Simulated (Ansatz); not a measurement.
The parent structure is ZnS in the wurtzite structure (space group P6_3mc, No. 186; a = 3.845 Å, c = 6.306 Å).

Calculations: plane-wave PAW DFT at the PBE level (Ansatz, a quantum-chemistry and plane-wave program, 420 eV), scalar-relativistic without spin-orbit coupling, earlier PAW set.

Base values:

The band gap comes out as 2.07 eV. The width of the top valence band is 2.03 eV. The pressure comes out as 0.00 GPa.

It is then changed as follows: an isotropic linear strain of +1.38 %; the atoms relax in the strained cell.

**Question.** What does the calculation give for the band gap, energy relative to the base, width of the top valence band and pressure after the change?

**Answer.** The band gap shrinks by 0.179 eV to 1.90 eV; the energy goes up by 7.1 meV/atom; the width of the top valence band drops by 0.127 eV (2.03 eV → 1.91 eV); the pressure (mean of the normal stresses, compression positive) goes from zero to -2.60 GPa.

No phonon test of stability was made.
